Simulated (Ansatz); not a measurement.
**CsCl-type NiAl**

All values below come from revPBE in Ansatz (PAW).

Run with plane-wave cutoff 520 eV, 20×20×20 k mesh, Fermi–Dirac smearing 0.05 eV, no spin polarisation, scalar-relativistic PAW data made under PBE.

Cell: relaxed at this level.

For CsCl-type NiAl, the volume per atom comes out as 12.33 Å³/atom and the bulk modulus B0 is 152 GPa. The lattice constant a is 2.910 Å and the band gap is none. The pressure derivative B′ of the bulk modulus is 4.4.

Measured, for comparison: equilibrium volume per atom 11.97 Å³/atom, lattice constant a 2.882 Å (extrapolated to 0 K, zero-point anharmonic expansion removed (Haas, Tran, Blaha 2009); as tabulated in Levämäki et al. (2014), arXiv:1402.3671); bulk modulus 156 GPa (room temperature, no zero-point or thermal correction; as tabulated in Yamada et al. (2019), arXiv:1910.09660). Computed (rounded) less measured: equilibrium volume per atom +3.0 %, bulk modulus -3 %, lattice constant a +1.0 %.

Computed values are for the static lattice.

Ansatz is a program for electronic structure.
